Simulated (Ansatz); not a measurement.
Candidates (primitive cells; geometry: relaxed with this functional, without spin-orbit coupling):
A. LuPd (Pm-3m), a = b = c = 3.3917 Å, α = β = γ = 90.00°
B. ScAg (Pm-3m), a = b = c = 3.3838 Å, α = β = γ = 90.00°
C. TiOs (Pm-3m), a = b = c = 3.061 Å, α = β = γ = 90.00°
D. AgZn (Pm-3m), a = b = c = 3.1160 Å, α = β = γ = 90.00°
E. TiRu (Pm-3m), a = b = c = 3.0460 Å, α = β = γ = 90.00°

Problem. Put the candidates in order of mean free path at 300 K, lowest first, for PBEsol, DFPT electron-phonon coupling, linearised Boltzmann equation (Ansatz, a program for electronic structure).

Solution. B (5.1 nm), A (10.6 nm), D (15.6 nm), E (34 nm), C (56 nm)

Metals; harmonic phonons alone scatter; means over directions. The mean free path is weighted by the current that each state carries. Halving the electron mesh moves these values by up to 10 %; q meshes are mostly untested. Spin-orbit coupling is left out.

Formula and space group known from diffraction (Crystallography Open Database), not checked to be the room-temperature form: AgZn (Pm-3m), LuPd (Pm-3m), ScAg (Pm-3m), TiOs (Pm-3m), TiRu (Pm-3m). The missing spin-orbit coupling matters most for LuPd (Pm-3m), TiOs (Pm-3m).
